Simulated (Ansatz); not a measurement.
Take Y in the hcp (Mg type) structure (space group P6_3/mmc, No. 194; a = 3.656 Å, c = 5.679 Å) as the base.

Level of theory: PBE/PAW in Ansatz (a first-principles code), without spin-orbit coupling.

One change was made to it. Results:

| quantity | base | after |
|---|---|---|
| c/a ratio | 1.553 | 1.565 |
| lattice parameter a | 365.6 pm | 344.2 pm |

Task: Which change produced these results?
A) pressure −2 GPa
B) pressure 0.9 GPa
C) pressure 9 GPa

Result: C, pressure 9 GPa. For comparison, the lattice parameter a in the other runs: pressure 0.9 GPa gives 363.0 pm; pressure −2 GPa gives 372.1 pm.

Load acts through the strain it causes; cell and atoms are relaxed under it. No phonon test of stability was made. No other phases were tried under pressure. The final runs are not spin-polarised.
